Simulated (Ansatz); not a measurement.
Consider Mg2Ge in the anti-fluorite structure (space group Fm-3m, No. 225).

```
CELL_PARAMETERS angstrom
      0.00000     3.14325     3.14325
      3.14325     0.00000     3.14325
      3.14325     3.14325     0.00000
ATOMIC_POSITIONS crystal
  Mg 0.25000 0.25000 0.25000
  Mg 0.75000 0.75000 0.75000
  Ge 0.00000 0.00000 0.00000
```

Cartesian axes are those of the cell as printed.

All numbers come from DFT with LDA, PAW potentials and a 420 eV plane-wave cutoff in Ansatz (a quantum-chemistry and plane-wave program), no spin-orbit coupling.

Strains are applied to the cell and any free atomic positions relax; under biaxial strain the out-of-plane vector relaxes too.

One change was made to it. Results:

The energy rises by 15 meV/atom; the band gap becomes zero (base: 0.10 eV); the shortest interatomic distance goes up by 4.4 pm (272.2 pm → 276.6 pm).

Question: Name the change that was made.
A. biaxial strain −2.00 %, plane normal [001], relaxed out of plane
B. biaxial strain +2.50 %, plane normal [001], relaxed out of plane
C. biaxial strain +3.00 %, plane normal [001], relaxed out of plane

Answer: C, biaxial strain +3.00 %, plane normal [001], relaxed out of plane. For comparison, the energy relative to the base in the other runs: biaxial strain +2.50 %, plane normal [001], relaxed out of plane gives +10 meV/atom; biaxial strain −2.00 %, plane normal [001], relaxed out of plane gives +7.2 meV/atom.

No phonon test of stability was made. All final runs are without spin polarisation. The zero or small gap of Mg2Ge can change with the level of theory.
